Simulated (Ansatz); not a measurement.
```yaml
crystal:
  lattice:
    - [-2.78564, 2.78564, 2.79957]
    - [2.78564, -2.78564, 2.79957]
    - [2.78564, 2.78564, -2.79957]
  atoms:
    - { symbol: Rb, position: [0.00000, 0.00000, 0.00000] }
```

No spin polarisation.

Calculations: DFT with PBEsol, PAW potentials and a 420 eV plane-wave cutoff in Ansatz (an electronic-structure program), spin-orbit coupling left out. Settings: 17×17×17 k-points, 0.1 eV Fermi–Dirac smearing.

### Question
Predict the stress, space group and band gap.

### Answer
The stress (xx, yy, zz, yz, xz, xy; compression positive) comes out as (0.0, 0.0, 0.0, 0.0, 0.0, 0.0) GPa, the space group is I4/mmm (No. 139) and the band gap is zero.

The cells carry an imposed strain or load. No phonon test of stability was made. The cell was made from Rb in the bcc (W type) structure (space group Im-3m, No. 229) by this change: uniaxial strain ε_zz = +0.50 %.
